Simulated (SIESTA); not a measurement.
Convergence study of shifted k-point meshes for Pt (Fm-3m, 1 atom in the cell)

```xyz
1
Lattice="0.0000 1.9541 1.9541 1.9541 0.0000 1.9541 1.9541 1.9541 0.0000" Properties=species:S:1:pos:R:3 pbc="T T T"
Pt     0.0000     0.0000     0.0000
```

Computed with GGA PBEsol, numerical atomic orbitals DZP, PseudoDojo PBEsol standard norm-conserving potentials (rewritten from UPF to PSML) run with SIESTA.

Base settings: XC.functional = GGA; XC.authors = PBEsol; potentials = PseudoDojo PBEsol standard; PAO.BasisSize = DZP; PAO.EnergyShift = 0.005 Ry; MeshCutoff = 400 Ry; kgrid.MonkhorstPack = 7 7 7; OccupationFunction = MP; OccupationMPOrder = 0; ElectronicTemperature = 0.1 eV.

Only quantities that move along the ladder and can be compared are tabulated.

Core times come from one kind of shared machine, to one figure; runs under 30 s give none.

The starting cell has typed, rounded lattice constants, without a prior relaxation at this level. Its lattice was rescaled by up to half a per cent. Spin polarisation is off. Values carry the incompleteness of an atom-centred basis. In the base run, with a pressure of about 4 GPa the cell is away from its equilibrium volume at this level.

Steps (kgrid.MonkhorstPack): 2 2 2 shifted by 0.5 0.5 0.5; 3 3 3 shifted by 0.5 0.5 0.5; 4 4 4 shifted by 0.5 0.5 0.5; 6 6 6 shifted by 0.5 0.5 0.5; 8 8 8 shifted by 0.5 0.5 0.5; 10 10 10 shifted by 0.5 0.5 0.5; 12 12 12 shifted by 0.5 0.5 0.5; 15 15 15 shifted by 0.5 0.5 0.5; 19 19 19 shifted by 0.5 0.5 0.5; 23 23 23 shifted by 0.5 0.5 0.5; 25 25 25 shifted by 0.5 0.5 0.5; 31 31 31 shifted by 0.5 0.5 0.5.

Task: What is the coarsest kgrid.MonkhorstPack that holds the pressure within 1 GPa of the last step, with all finer ones?

Result: 4 4 4 shifted by 0.5 0.5 0.5; the step before is off by 2.0 GPa.

Task: What is the coarsest kgrid.MonkhorstPack that holds the free energy within 2 meV/atom of the last step, with all finer ones?

Result: 10 10 10 shifted by 0.5 0.5 0.5; the step before is off by 4.2 meV/atom.

| kgrid.MonkhorstPack | free energy less the last step's (meV/atom) | pressure (GPa) | core time / last (rough) |
|---|---|---|---|
| 2 2 2 shifted by 0.5 0.5 0.5 | 35.70 | 4.66 | – |
| 3 3 3 shifted by 0.5 0.5 0.5 | 50.05 | 0.18 | – |
| 4 4 4 shifted by 0.5 0.5 0.5 | 52.18 | 2.64 | – |
| 6 6 6 shifted by 0.5 0.5 0.5 | -16.62 | 2.00 | – |
| 8 8 8 shifted by 0.5 0.5 0.5 | 4.25 | 2.24 | – |
| 10 10 10 shifted by 0.5 0.5 0.5 | 0.28 | 2.27 | – |
| 12 12 12 shifted by 0.5 0.5 0.5 | -0.54 | 2.19 | – |
| 15 15 15 shifted by 0.5 0.5 0.5 | 0.10 | 2.24 | 0.1 |
| 19 19 19 shifted by 0.5 0.5 0.5 | -0.04 | 2.22 | 0.3 |
| 23 23 23 shifted by 0.5 0.5 0.5 | 0.04 | 2.22 | 0.3 |
| 25 25 25 shifted by 0.5 0.5 0.5 | -0.05 | 2.21 | 0.6 |
| 31 31 31 shifted by 0.5 0.5 0.5 | 0.00 | 2.22 | 1 |
